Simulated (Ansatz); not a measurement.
Problem. Name crystals whose Seebeck coefficient, p-type 1e19 cm⁻³ lies between 240 and 370 μV/K and whose electron conductivity mass lies between 0.08 and 0.125 mₑ, by PBEsol with spin-orbit coupling, rigid bands run with Ansatz (a quantum-chemistry and plane-wave program).

Solution. Many crystals can fit; among those computed here:
- ZnSe (F-43m): 297 μV/K, 0.100 mₑ

Masses are for dilute carriers at 300 K, harmonic means over directions unless an axis is named. Seebeck coefficients are for the stated density at 300 K, with one relaxation time for all states and whether or not that doping can be reached.
